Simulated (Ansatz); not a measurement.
SiSe2: pressure series

Consider SiSe2 (space group Ibam, No. 72; a = 6.301 Å, b = 9.302 Å, c = 5.856 Å; made of chains).

Cell and atoms are relaxed at each pressure.

Method: PBEsol in Ansatz (plane waves to 420 eV, PAW, no SOC).

| change | band gap | volume per atom | smallest direct gap |
|---|---|---|---|
| base | 1.65 eV | 28.60 Å³ | 1.71 eV |
| pressure 0.3 GPa | 1.55 eV | 27.46 Å³ | 1.64 eV |
| pressure 0.7 GPa | 1.44 eV | 26.45 Å³ | 1.58 eV |
| pressure 1.5 GPa | 1.31 eV | 25.13 Å³ | 1.50 eV |
| pressure 3 GPa | 1.15 eV | 23.59 Å³ | 1.42 eV |
| pressure 5 GPa | 0.95 eV | 22.25 Å³ | 1.38 eV |
| pressure 7.5 GPa | 0.73 eV | 21.08 Å³ | 1.36 eV |
| pressure 10 GPa | 0.58 eV | 20.20 Å³ | 1.12 eV |

Load acts through the strain it causes; cell and atoms are relaxed under it. No phonon test of stability was made. No other phases were tried under pressure. No dispersion term is included in the PBEsol runs.

Ansatz is an electronic-structure program.
